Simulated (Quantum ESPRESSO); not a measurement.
Quantum ESPRESSO 7.5, DFT, PBE, plane waves, SSSP 1.1.2 efficiency PBE: fcc Ni with 3 Al on Ni sites, atoms displaced (Ni5Al3), unrelaxed at the host's lattice constant, 8 atoms, spin-polarised from a ferromagnetic start (nspin = 2, starting_magnetization 0.1 on Ni), ending non-magnetic. Basis and mesh were picked for this test and aren't claimed converged.

- cell = 4.98, 4.98, 4.98 Å; 60, 60, 60°
- distance to the nearest atom = 2.41 to 2.45 Å
- task = scf
- k mesh = 3×3×3
- ecutwfc = 45 Ry
- ecutrho = 360 Ry
- occupations = smearing
- smearing = mv
- degauss = 0.02 Ry
- conv_thr = 8e-09 Ry
- tprnfor = true
- tstress = false
- k-point pools (-nk) = 8
- diagonalization = david (default)
- mixing_mode = plain (default)
- mixing_beta = 0.7 (default)
- mixing_ndim = 8 (default)
- k-points computed (for each spin) = 14
- bands = 60
- electrons = 99
- G-vectors of the density = 68105
- FFT grid = 60×60×60

One run each. The counts of a restarted run leave out the earlier run.

All on 8 ranks. Base settings, kept where nothing else is said: startingwfc = atomic+random (default), startingpot = atomic (default), start = no earlier run (default). The settings tried:
- startingwfc = file, start = orbitals of a run with one atom 0.03 Å away
- startingwfc = random
- startingpot = file, start = density of a run with one atom 0.03 Å away
- startingwfc = atomic
- the base settings
- startingwfc = file, startingpot = file, start = density and orbitals of a run with one atom 0.03 Å away

Question: Predict which of these converge in the fewest SCF iterations.

Answer: Fewest SCF iterations: startingpot = file, start = density of a run with one atom 0.03 Å away (17); startingwfc = file, startingpot = file, start = density and orbitals of a run with one atom 0.03 Å away (17). Most among those that reach the base run's result: startingwfc = atomic (34); startingwfc = file, start = orbitals of a run with one atom 0.03 Å away (30); startingwfc = random (30); the base settings (30). All converged.

```tsv
setting	SCF iterations	end
startingpot = file, start = density of a run with one atom 0.03 Å away	17	converged
startingwfc = file, startingpot = file, start = density and orbitals of a run with one atom 0.03 Å away	17	converged
the base settings	30	converged
startingwfc = random	30	converged
startingwfc = file, start = orbitals of a run with one atom 0.03 Å away	30	converged
startingwfc = atomic	34	converged
```
